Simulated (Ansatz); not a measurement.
Data:

```yaml
crystal:
  lattice:
    - [-0.00549, 1.88551, 1.88551]
    - [1.88551, -0.00549, 1.88551]
    - [1.88551, 1.88551, -0.00549]
  atoms:
    - { symbol: Rh, position: [0.00000, 0.00000, 0.00000] }
```

The numbers are results of PBEsol, rigid bands (plane waves, PAW, scalar-relativistic; Ansatz, a quantum-chemistry and plane-wave program), not measurements. Condition of this run: uniaxial stress along [111] of 2 GPa (compression positive) (the target of the relaxation). Cell: cell and atoms relaxed with PBEsol, then loaded as said.

Predict the product ρ₀λ of resistivity and mean free path that follows from the Fermi surface's area.

3.3 ×10⁻¹⁶ Ω·m².

And the Drude plasma energy and the root-mean-square Fermi velocity at 300 K?

10.3 eV; 6.6e5 m/s.

A metal at this level (no band gap); rigid bands, thermally averaged at 300 K, both spins. Spin-orbit coupling is left out. τ is one relaxation time for all states; the product of resistivity and mean free path takes one path for all states instead.
